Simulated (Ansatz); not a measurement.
Consider Ir in the fcc (Cu type) structure (space group Fm-3m, No. 225; relaxed with 0.1 eV smearing).

```
CELL_PARAMETERS angstrom
      0.00000     1.92250     1.92250
      1.92250     0.00000     1.92250
      1.92250     1.92250     0.00000
ATOMIC_POSITIONS crystal
  Ir 0.00000 0.00000 0.00000
```

Cartesian axes are those of the cell as printed.

The values are results of r2SCAN/PAW in Ansatz (an electronic-structure program), without spin-orbit coupling, not measurements.

Strains are applied to the cell and any free atomic positions relax.

One change was made to it. Results:

```csv
quantity,base,after
energy relative to the base (free energy F),0 meV/atom,+2.9 meV/atom
"pressure (mean of the normal stresses, compression positive)",0.0 GPa,3.9 GPa
```

What was done to the base?
A) uniaxial strain ε_zz = −1.00 %
B) uniaxial strain ε_zz = −3.00 %
C) uniaxial strain ε_zz = −2.50 %
D) uniaxial strain ε_zz = −0.50 %

A, uniaxial strain ε_zz = −1.00 %. For comparison, the energy relative to the base in the other runs: uniaxial strain ε_zz = −0.50 % gives +0.7 meV/atom; uniaxial strain ε_zz = −3.00 % gives +27 meV/atom; uniaxial strain ε_zz = −2.50 % gives +18 meV/atom.

No phonon test of stability was made. The final runs are not spin-polarised.
